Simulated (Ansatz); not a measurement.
**ZnSnO3, pressure series**

The reference is ZnSnO$_{3}$ (space group R3c, No. 161; a = 5.278 Å, c = 14.009 Å (hexagonal axes)).

Cell and atoms are relaxed at each pressure.

Computed with DFT with PBEsol, PAW potentials and a 420 eV plane-wave cutoff in Ansatz (an electronic-structure program), scalar-relativistic without spin-orbit coupling, earlier PAW set.

Computed cases, in order: pressure −2 GPa; pressure −1 GPa; 0 GPa (base); pressure 3 GPa; pressure 7 GPa; pressure 15 GPa; pressure 30 GPa; pressure 50 GPa; pressure 75 GPa; pressure 100 GPa.

Task: Between which two neighbouring cases does the gap turn between direct and indirect?

Result: Between pressure 50 GPa (2.16 eV, direct at Γ) and pressure 75 GPa (2.14 eV, indirect, k = (0.125, 1/4, 1/4) in the run's primitive reciprocal basis → Γ). The whole series: pressure −2 GPa: 1.17 eV, direct at Γ; pressure −1 GPa: 1.21 eV, direct at Γ; 0 GPa (base): 1.24 eV, direct at Γ; pressure 3 GPa: 1.34 eV, direct at Γ; pressure 7 GPa: 1.46 eV, direct at Γ; pressure 15 GPa: 1.67 eV, direct at Γ; pressure 30 GPa: 1.96 eV, direct at Γ; pressure 50 GPa: 2.16 eV, direct at Γ; pressure 75 GPa: 2.14 eV, indirect, k = (0.125, 1/4, 1/4) in the run's primitive reciprocal basis → Γ; pressure 100 GPa: 2.01 eV, indirect, k = (0.125, 1/4, 1/4) in the run's primitive reciprocal basis → Γ.

Load acts through the strain it causes; cell and atoms are relaxed under it. No phonon test of stability was made. No other phases were tried under pressure.
